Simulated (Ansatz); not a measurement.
## ZnSe: energy against strain

ZnSe (zinc blende, F-43m, 22.732 Å³/atom at rest, cube axes along x, y and z) under a strain ε along a cube axis (axis z), the other axes held. r2SCAN in Ansatz, a plane-wave DFT program (PAW, default set), 500 eV, 10×10×10 Γ-centred mesh, Fermi-Dirac smearing 0.05 eV; ions are relaxed within the symmetry of each cell.

Here s stands for strain and y for E less E0.

```
strain (%)  E less E0 (meV/atom)
----------  --------------------
-3.00                          ?
-1.50                       1.44
-1.00                       0.64
-0.50                       0.16
0.00                        0.00
0.50                        0.16
1.00                        0.64
1.50                        1.44
```

Fit y against s with a parabola, and predict the withheld value at s = -3.00.

Least squares gives y = 0.000 + 0.0000·s + 0.6400·s². Residuals (row less fit): 0.000, 0.000, 0.000, 0.000, 0.000, 0.000, 0.000; standard error 0.000 (degrees of freedom: 4). Twice the quadratic coefficient over the volume, 2 × 0.6400 meV × 10⁴ × 0.1602 / 22.732 Å³, is the elastic constant C11 = 90 ± 0.2 GPa. At the withheld row, y = 0.000 + 0.0000 × (-3.0) + 0.6400 × (-3.0)² = 5.760 meV/atom. The calculation gives 5.87 meV/atom, 0.110 meV/atom above the prediction (1.9 % of the range of y in the table). The row lies outside the fitted rows, so this is an extrapolation. The fitted rows scatter only by rounding.

One order more, fitted to all 13 runs of the series, follows each within 0.01, so the miss is the next term of a smooth law. Rows are the converged runs of the series near zero and its far end; series whose fitted rows scatter by over a few per cent of the range, as at a crossing or softening among them, aren't shown in this form. Most that stay on the fit to the last digits aren't either.
